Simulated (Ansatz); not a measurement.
We consider AlPt3 (Pm-3m, No. 221, 4 atoms in the cell; start mp-188), described by PBEsol in Ansatz (PAW).

Numerical settings: plane-wave cutoff 520 eV, 14×14×14 k mesh, Fermi–Dirac smearing 0.05 eV, scalar-relativistic PAW data made under PBE.

Cell (relaxed at this level):

```cif
data_AlPt3
_chemical_formula_sum 'Al1 Pt3'
_space_group_name_H-M_alt 'P 1'
_space_group_IT_number 1
_cell_length_a 3.87387
_cell_length_b 3.87387
_cell_length_c 3.87387
_cell_angle_alpha 90.000
_cell_angle_beta 90.000
_cell_angle_gamma 90.000
loop_
_space_group_symop_operation_xyz
  'x, y, z'
loop_
_atom_site_label
_atom_site_type_symbol
_atom_site_fract_x
_atom_site_fract_y
_atom_site_fract_z
_atom_site_occupancy
Al1 Al 0.00000 0.00000 0.00000 1
Pt1 Pt 0.00000 0.50000 0.50000 1
Pt2 Pt 0.50000 0.00000 0.50000 1
Pt3 Pt 0.50000 0.50000 0.00000 1
```

**Question.** Give the computed bulk modulus B0.

**Answer.** 
bulk modulus B0: 253 GPa

The run finds no gap.

Note: the bulk modulus is −V dP/dV from two relaxed cells at ±2 % in volume; the relaxation could not lower the start's symmetry, so the cell can be a saddle point above a distorted one.

Spin–orbit coupling is not included.

Static lattice: no zero-point or thermal effects.

It cost around 40 core-seconds (rough) of CPU time.

A start named mp-… is a Materials Project structure, which need not be a measured phase.

Ansatz is a program for electronic structure.
